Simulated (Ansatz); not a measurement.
Consider GaN in the rock salt structure (space group Fm-3m, No. 225; a = 4.2195 Å; a model cell).

It is then changed as follows: a hydrostatic pressure of 7.5 GPa.

Levels (all Ansatz, a first-principles code, PAW): PBEsol (420 eV, no SOC); PBEsol+SOC (420 eV, spin-orbit coupling included).

The geometry is relaxed with PBEsol.

| Item | Result |
|---|---|
| PBEsol lowest conduction level above the VBM at special points | X 0.73 eV; Γ 2.62 eV; K 3.32 eV; U 3.32 eV |
| PBEsol electron mass | 0.48 mₑ along k, 0.19 mₑ across (at X) |
| PBEsol smallest direct gap | 3.19 eV |

Q: What does PBEsol+SOC give at this geometry for the lowest conduction level above the VBM at special points, electron mass and smallest direct gap?

A: The lowest conduction level above the VBM at special points becomes X 0.74 eV; Γ 2.62 eV; K 3.32 eV; U 3.32 eV (PBEsol: X 0.73 eV; Γ 2.62 eV; K 3.32 eV; U 3.32 eV); the electron mass remains 0.48 mₑ along k, 0.19 mₑ across (at X); the smallest direct gap falls by 0.02 eV (3.19 eV → 3.17 eV).

Single points use the geometry relaxed with PBEsol. Differences between runs with and without spin-orbit coupling are approximate. Load acts through the strain it causes; cell and atoms are relaxed under it. Effective masses come from finite differences of ±0.01 Å⁻¹. Along k means along the line from Γ to the band edge. Stability against distortions was not tested. No other phases were tried under pressure. The base started in Pnma and relaxed to Fm-3m at this level. This is not the structure that GaN has at room temperature and ambient pressure.
